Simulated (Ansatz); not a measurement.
Start from Hf in the hcp (Mg type) structure (space group P6_3/mmc, No. 194; a = 3.1174 Å, c = 4.9501 Å; relaxed with 0.1 eV smearing). Axes: x lies along a and z along c of the hexagonal cell.

Method: LDA (Ansatz, a quantum-chemistry and plane-wave program, PAW, spin-orbit coupling left out).

One thing is altered: the cell is stretched by 2.50 % along x with no lateral relaxation, atoms relaxed at fixed cell.

Q: Predict the stress tensor and what it implies for the stiffness.

A: Stress of the strained cell less that of the base (GPa, compression positive):
```
   -4.3     0.0     0.0
    0.0    -2.1     0.0
    0.0     0.0    -2.0
```

Then −Δσ_ii/ε with ε = 0.0250 gives secant stiffness values (nonlinear terms included at this strain): C11 ≈ 170 GPa, C12 ≈ 83 GPa and C13 ≈ 80 GPa.

As a check, the harmonic strain energy −½ V₀ Δσ:ε is 6.9 meV/atom; the computed energy rise is 7.2 meV/atom.

Stability against distortions was not tested. The final runs are not spin-polarised.
